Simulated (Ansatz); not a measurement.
**ZrB2: energy against volume**

ZrB2 (AlB2 type, P6/mmm, 10.282 Å³/atom and stress up to 0.01 GPa in the relaxed cell, c along z) under hydrostatic pressure, with the cell free. PBE in Ansatz, a plane-wave DFT program (PAW, default set), 420 eV, 17×17×13 Γ-centred mesh, Fermi-Dirac smearing 0.05 eV; ions are relaxed, or left where forces stay under 0.02 eV/Å, within the symmetry of each cell.

Here V stands for volume and E for E less E0.

```csv
volume (Å³/atom),E less E0 (meV/atom),pressure (GPa)
10.3698,0.55,-1.98
10.3252,0.13,-0.98
10.2822,0.00,0.00
10.2443,0.10,0.88
10.1936,0.57,2.09
10.0968,2.55,4.49
9.9257,9.71,9.00
9.7182,25.18,15.00
9.2760,?,?
```

Problem. Fit E against V with the third-order Birch-Murnaghan form, a cubic in V^(-2/3), and predict the withheld value at V = 9.2760.

Solution. With u = V^(-2/3) - 0.2134, the rows have u = -0.0031095, -0.0025043, -0.0019168, -0.0013955, -0.0006931, 0.0006643, 0.0031173, 0.0061884. Least squares gives E = 1.404 + 1468.9·u + 383804·u² - 52135·u³. Residuals (row less fit): 0.001, -0.003, 0.001, -0.002, 0.000, 0.001, -0.001, 0.000; standard error 0.002 (degrees of freedom: 4). Its minimum lies at u = -0.0019129, so V0 = (0.2114871)^(-3/2) = 10.28. There d²E/du² = 768200 and d³E/du³ = -312800, so B0 = (4/9) × 10.28^(-7/3) × 768200 × 0.160218 = 238 GPa (the last factor turns the table's units into GPa), and B0' = 4 + (2/3) × 0.2114871 × (-312800)/768200 = 3.9. B0' rests on the cubic coefficient alone and has a standard error of 0.1 from these residuals. At the withheld row, u = 0.0131128, so E = 1.404 + 1468.9 × 0.0131128 + 383804 × 0.0131128² - 52135 × 0.0131128³ = 86.541 meV/atom. The calculation gives 86.53 meV/atom, 0.011 meV/atom below the prediction (0.0 % of the range of E in the table). The row lies outside the fitted rows, so this is an extrapolation. The scatter of the fitted rows lies at the last printed digit.

In a metal these values are sensitive to mesh and smearing; energies are taken to zero smearing, stresses follow the free energy. The runs aren't spin-polarised. Other structures, which can take over under pressure, weren't tried. The same form fitted to the pressure column gives B0' = 3.9; series where the two differ by over 0.4 aren't shown. Rows are the converged runs of the series near zero and its far end, less any whose ions stayed unrelaxed beside relaxed ones; series whose fitted rows scatter by over a few per cent of the range, as at a crossing or softening among them, aren't shown in this form.
